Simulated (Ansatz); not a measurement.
Results of r²SCAN (Ansatz, a program for electronic structure, PAW) for BAs (model structure, P6₂22, No. 180, 6 atoms in the cell).

Settings: plane-wave cutoff 560 eV, 18×18×8 k mesh (along the axes of the cell as run), Fermi–Dirac smearing 0.05 eV, scalar-relativistic PAW data made under PBE.

Cell (relaxed with PBEsol):

```cif
data_As3B3
_chemical_formula_sum 'B3 As3'
_space_group_name_H-M_alt 'P 1'
_space_group_IT_number 1
_cell_length_a 3.42906
_cell_length_b 3.42906
_cell_length_c 7.40305
_cell_angle_alpha 90.000
_cell_angle_beta 90.000
_cell_angle_gamma 120.000
loop_
_space_group_symop_operation_xyz
  'x, y, z'
loop_
_atom_site_label
_atom_site_type_symbol
_atom_site_fract_x
_atom_site_fract_y
_atom_site_fract_z
_atom_site_occupancy
B1 B 0.50000 0.00000 0.66667 1
B2 B 0.00000 0.50000 0.33333 1
B3 B 0.50000 0.50000 0.00000 1
As1 As 0.50000 0.00000 0.16667 1
As2 As 0.00000 0.50000 0.83333 1
As3 As 0.50000 0.50000 0.50000 1
```

Question: Predict the band gap.

Answer: 
- band gap: 0.61 eV (on the SCF k mesh)

Note: the relaxation could raise the start's symmetry but not lower it, so the cell can be a saddle point; cell and atoms aren't relaxed at this level (pressure 2.7 GPa).

Spin–orbit coupling is not included.

Static lattice: no zero-point or thermal effects.

A model structure was made by putting elements into a prototype or built by hand; it is no filed structure, need not be a known phase, and can be a saddle point held by its symmetry.
